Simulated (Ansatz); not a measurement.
Input:

```xyz
2
Lattice="3.6831 0.0000 0.0000 1.8415 3.1896 0.0000 1.8415 -1.0632 2.9044" Properties=species:S:1:pos:R:3 pbc="T T T"
Be     0.0000     0.0000    -0.0115
Se     3.6831     0.0000     2.1898
```

No spin polarisation.

Computed with Ansatz (an electronic-structure program), LDA, PAW, cutoff 420 eV, no spin-orbit coupling. k-mesh 11×11×11 (Γ-centred); smearing 0.05 eV (Fermi–Dirac).

Q: Predict the valence-band top at Γ and in-plane stress.

A: The valence-band top at Γ (three highest levels, from the VBM) comes out as 0.00, -0.24, -0.24 eV and the mean in-plane stress (compression positive) is -4.5 GPa.

The levels and masses belong to the bands next to the band gap. The cells carry an imposed strain or load. Stability against distortions was not tested. The cell was made from BeSe in the zinc blende structure (space group F-43m, No. 216) by this change: biaxial strain +2.50 %, plane normal [111], relaxed out of plane.
